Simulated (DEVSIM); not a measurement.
Device: Schottky contact on n-type InP, at 300 K.

Layer 1 from the left is InP, thickness (μm) 11.0, Nd (cm⁻³) 9.3e15, τn (s) 8.2e-8, τp (s) 8.2e-8.

Left contact: Schottky, work function 5.36 eV, emission velocity 3.8e6 cm/s. Right contact: ohmic. Voltage is applied to the left contact. Recombination: SRH at mid-gap, Auger. Mobility is constant in doping.

The device is made up for the run: typed textbook-type constants, with dimensions and the other settings drawn at random. Values at 300 K.

InP: gap (eV) 1.344, affinity (eV) 4.38, permittivity 12.5, Nc (cm⁻³) 5.7e17, Nv (cm⁻³) 1.1e19, μn (cm²/Vs) 5200, μp (cm²/Vs) 170, Cn (cm⁶/s) 9e-31, Cp (cm⁶/s) 9e-31.

Model (solved in DEVSIM): 1D drift-diffusion, Boltzmann statistics, complete ionisation; no tunnelling, impact ionisation, image-force lowering or self-heating. Metal contacts follow the ideal Schottky-Mott rule: no Fermi-level pinning, no interface dipoles.

Dark forward current:

```
|V| (V)  |J| (A/cm²)
-------  -----------
0.05       1.219e-10
0.10       7.330e-10
0.15        4.405e-9
0.20        2.833e-8
0.25        1.898e-7
0.30        1.295e-6
0.35        8.902e-6
0.40        6.138e-5
0.45       0.0004237
0.50        0.002925
0.55         0.02019
0.60          0.1391
0.65          0.9543
0.70           6.369
0.75           36.91
0.80           141.9
0.85           335.9
0.90           586.1
0.95           866.8
1.00            1165
1.05            1475
1.10            1793
1.15            2115
```

**Question.** Work out the local ideality factor n = ΔV / (kT/q · ln(J2/J1)) between the rows 0.15 and 0.20 V, 0.45 and 0.50 V, 1.10 and 1.15 V.

**Answer.** kT/q = 25.85 mV. From 0.15 to 0.20 V: ln(2.833e-8/4.405e-9) = 1.861, n = 1.04, near the 1 of diffusion or emission over a barrier. From 0.45 to 0.50 V: ln(0.002925/0.0004237) = 1.932, n = 1.00, near the 1 of diffusion or emission over a barrier. From 1.10 to 1.15 V: ln(2115/1793) = 0.165, n = 11.71; the layers' resistance at their doping, Σ W/(qμN) = 0.00014 Ω cm², would take 46 mV of this step of 50 mV.

**Question.** Estimate the current at 0.40 V for emission alone, J0 = q v N_band exp(−φB/kT), and read the barrier back from the simulated current.

**Answer.** φB = 0.980 eV, N_band = 5.70e17 cm⁻³, J0 = 1.19e-11 A/cm²; J = J0 (exp(qV/kT) − 1) = 6.25e-5 A/cm². The simulation gives 6.14e-5 A/cm²; the estimate lies 1.9 % above. Read backwards, the simulated current gives an apparent barrier of 0.980 eV. The estimate leaves out transport through the depletion region and minority injection.
